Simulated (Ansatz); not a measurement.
System: fluorite AuAl2. Method: PBE0 (Ansatz, a first-principles code, PAW).

Run with plane-wave cutoff 460 eV, 8×8×8 k mesh, Fermi–Dirac smearing 0.05 eV, scalar-relativistic PAW data made under PBE.

Energies at three volumes about the minimum:

```json
[
 {"V (Å³/atom)": "17.652", "E − E_lowest (meV/atom)": "4.43"},
 {"V (Å³/atom)": "18.171", "E − E_lowest (meV/atom)": "0.00"},
 {"V (Å³/atom)": "18.557", "E − E_lowest (meV/atom)": "3.74"}
]
```

Problem. Fit a parabola by hand: where is the minimum, what lattice constant follows, and what is the bulk modulus?

Solution. Slopes: (0.00 − 4.43)/(18.171 − 17.652) = -8.536 and (3.74 − 0.00)/(18.557 − 18.171) = 9.689 meV/Å³. Curvature E″ = 2 × (9.689 − (-8.536))/(18.557 − 17.652) = 40.276 meV/Å⁶. From the middle of the first interval, the slope vanishes at V0 = 17.9115 − (-8.536)/40.276 = 18.123 Å³/atom. B = V0 E″ = 18.123 × 40.276 meV/Å³ × 0.1602 GPa per meV/Å³ = 117 GPa. With 12 atoms in the cube, a = (12 × 18.123)^(1/3) = 6.014 Å. The full Birch–Murnaghan fit to all volumes gives V0 = 18.112 Å³/atom and B0 = 117 GPa.
